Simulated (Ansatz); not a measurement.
Base system: CdS in the wurtzite structure (space group P6_3mc, No. 186; a = 4.196 Å, c = 6.830 Å). Axes: x lies along a and z along c of the hexagonal cell.

Method: PBE (Ansatz, an electronic-structure program, PAW, spin-orbit coupling left out).

For the base:

The band gap is 1.11 eV and the width of the top valence band is 1.55 eV.

The change: biaxial strain −4.11 %, plane normal [001], relaxed out of plane (Cartesian); in-plane vectors clamped, the third vector and the atoms free.

Q: What does the calculation give for the band gap, width of the top valence band and ratio −ε⊥/ε∥ after the change?

A: The band gap decreases by 0.11 eV to 1.00 eV; the width of the top valence band increases by 0.28 eV, from 1.55 eV to 1.83 eV; the ratio −ε⊥/ε∥ is 0.87.

Whether these cells are dynamically stable was not tested.
